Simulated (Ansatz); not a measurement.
The starting structures come from a database of crystals and need not be the phases stable at ambient conditions.

 Where the default PAW files enter, the runs use the earlier of Ansatz's two default sets.

The decay constant κ of evanescent states in the gap governs leakage through a thin film.

Given:

```
CELL_PARAMETERS angstrom
      5.76045     0.00000     0.00000
      0.00000     5.76045     0.00000
      2.88022    -2.88022     5.66217
ATOMIC_POSITIONS crystal
  Zn 0.25000 0.25000 0.50000
  Zn 0.00000 0.00000 0.00000
  Sn 0.75000 0.75000 0.50000
  Sn 0.50000 0.50000 0.00000
  P  0.62500 0.35362 0.25000
  P  0.35362 0.12500 0.75000
  P  0.12500 0.89638 0.25000
  P  0.89638 0.62500 0.75000
```

Space group of this cell: I-42d, chalcopyrite. The cell is strained (lengths across the current scaled by 1.02, ions clamped); by r2SCAN its mean pressure is -2.6 GPa.

Transport runs along the normal of the first two printed cell vectors, the (001) (indices of the unstrained crystal) plane of the conventional cell.

The gap is the functional's own. No spin-orbit coupling. Mid-gap values are interpolated on the energy grid.

### Question
Estimate the band gap and the smallest decay constant κ at mid-gap that Ansatz (a program for electronic structure) with r2SCAN returns for this system.

### Answer
Gap 0.97 eV on a 6×6×6 mesh; κ = 0.070 1/Å, at the zone centre.
